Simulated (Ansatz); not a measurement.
Method: PBE (plane waves to 420 eV, PAW; Ansatz, a first-principles code).

Planar average of the electrostatic potential across the slab, in eV from the Fermi level, for the (001) surface of zinc-blende GaN (a metastable polymorph), β2(2x4): two N dimers on top, one in the trench (bottom of the slab: anion dimers, one H a dimer):

(z (Å), V (eV)): (3.76, 3.66); (4.04, 3.66); (4.33, 3.66); (4.62, 3.66); (4.91, 3.66); (5.20, 3.66); (5.49, 3.66); (5.78, 3.66); (6.07, 3.66); (6.36, 3.65); (6.64, 3.64); (6.93, 3.61); (7.22, 3.53); (7.51, 3.34); (7.80, 2.66); (8.09, 2.07); (8.38, 1.24); (8.67, -2.67); (8.96, -6.26); (9.24, -7.36); (9.53, -6.48); (9.82, -5.94); (10.11, -5.74); (10.40, -4.88); (10.69, -4.63); (10.98, -5.74); (11.27, -6.42); (11.56, -5.66); (11.84, -4.97); (12.13, -5.49); (12.42, -5.68); (12.71, -5.17); (13.00, -5.34); (13.29, -6.27); (13.58, -6.61); (13.87, -5.76); (14.16, -5.14); (14.44, -5.65); (14.73, -5.83); (15.02, -5.65); (15.31, -5.99); (15.60, -6.37); (15.89, -5.99); (16.18, -4.64); (16.47, -3.64); (16.76, -3.48); (17.04, -3.30); (17.33, -2.67); (17.62, -2.27); (17.91, -1.75); (18.20, -0.18); (18.49, 2.26); (18.78, 3.86); (19.07, 4.35); (19.36, 4.54); (19.64, 4.61); (19.93, 4.64); (20.22, 4.65); (20.51, 4.66); (20.80, 4.66); (21.09, 4.66); (21.38, 4.66); (21.67, 4.66); (21.96, 4.66); (22.24, 4.66)

Model: 70-atom slab, 9.9 Å thick at the start with caps and adatoms (thin: gaps and levels are the slab's own), 4x2x1 mesh, Fermi-Dirac 0.025 eV, dipole correction, 16 atoms held, the rest relaxed; no symmetry held; no spin (no spin-polarised run to compare, though such a face may carry moments), no spin-orbit, no U. The slab shows no gap on its mesh.

Problem. The surface cell has an area of 82.76 Å². What dipole along the normal does the step between the two vacuum levels imply?

Solution. the top vacuum level lies 1.00 eV above the bottom one; p = −ε₀ A ΔV (ε₀ = 0.005526 e/(V·Å)) gives -0.46 e·Å a cell.
